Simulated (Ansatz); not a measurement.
**Quick settings and what they miss: ZrNbCN (R3m, 4 atoms in the cell)**

Self-consistent single point.

```xyz
4
Lattice="1.6263 0.9389 5.3427 -1.6263 0.9389 5.3427 0.0000 -1.8779 5.3427" Properties=species:S:1:pos:R:3 pbc="T T T"
Zr     0.0000     0.0000     4.0447
Nb     0.0000     0.0000    11.9694
C      0.0000     0.0000     0.0526
N      0.0000     0.0000     7.9755
```

Level of theory: LDA (PW92), default PAW files made with PBE (plane waves; Ansatz, a quantum-chemistry and plane-wave program).

Base settings: basis.ecutwfc = 420 eV; kpoints.mp_grid.grid = 12 12 12; hamiltonian.xc = lda; hamiltonian.pseudopotentials = {kind: paw} (the program's default PAW files); scf.occupations.method = gaussian; scf.occupations.width = 0.136 eV.

Tight run (finer mesh or higher cutoff; not a proven limit): basis.ecutwfc: 420 eV → 590 eV; kpoints.mp_grid.grid: 12 12 12 → 17 17 17; scf.convergence.dr2_threshold: default (1e-07 eV) → 1e-09 eV. It gave Fermi level (on the code's own zero) 16.69 eV; pressure -20.45 GPa; largest force (vector length) 0.057 eV/Å.

Quick runs, as changes from the base:
- A: the base itself
- B: kpoints.mp_grid.grid: 12 12 12 → 4 4 4; hamiltonian.xc: lda → pbesol; scf.occupations.method: gaussian → cold; scf.occupations.width: 0.136 eV → 0.2 eV; scf.convergence.dr2_threshold: default (1e-07 eV) → 0.001 eV [PBEsol]
- C: basis.ecutwfc: 420 eV → 335 eV; kpoints.mp_grid.grid: 12 12 12 → 2 2 2; scf.convergence.dr2_threshold: default (1e-07 eV) → 0.0001 eV
- D: basis.ecutwfc: 420 eV → 295 eV; kpoints.mp_grid.grid: 12 12 12 → 8 8 8; scf.convergence.dr2_threshold: default (1e-07 eV) → 0.0001 eV
- E: basis.ecutwfc: 420 eV → 295 eV; kpoints.mp_grid.grid: 12 12 12 → 4 4 4; scf.occupations.method: gaussian → methfessel_paxton; kpoints.mp_grid.shift: default → 0.5 0.5 0.5; scf.convergence.dr2_threshold: default (1e-07 eV) → 0.0001 eV
- F: basis.ecutwfc: 420 eV → 210 eV; kpoints.mp_grid.grid: 12 12 12 → 4 4 4; scf.occupations.width: 0.136 eV → 0.2 eV; scf.convergence.dr2_threshold: default (1e-07 eV) → 0.001 eV

Energies are extrapolated to zero smearing width, which holds to low order in the width alone.

Dashes: energy of B, another energy zero.

† marks runs with another functional, U, potentials or spin treatment: their distance from the tight run is not a convergence error alone.

The count of work is k-points × plane waves × bands × iterations; it is no time. 

Pressures in the table are Ansatz's without its Pulay estimate, at a fixed set of plane waves; the tight run's value above holds the estimate.

The starting cell comes from a database of computed structures (which also holds hypothetical and non-ambient phases and stackings), without a prior relaxation at this level. Its lattice was rescaled by a random factor within 2.5 % of one. Spin polarisation is off. In the base run, with a pressure of about -20 GPa the cell is away from its equilibrium volume at this level.

```tsv
run	energy less tight (meV/atom)	pressure less tight (GPa)	largest miss in a force vector (eV/Å)	count of work / tight
A	3.2	-0.38	0.025	0.19
B†	–	4.42	0.103	0.0056
C	180.6	-2.13	1.793	0.0023
D	154.9	-10.75	0.066	0.031
E	159.7	-10.60	0.144	0.0031
F	1680.0	-82.52	0.368	0.0037
```

Among the runs at the tight run's level, the energy misses run from 3.2 to 1680.0 meV/atom.

Keys are those of Ansatz 0.2.
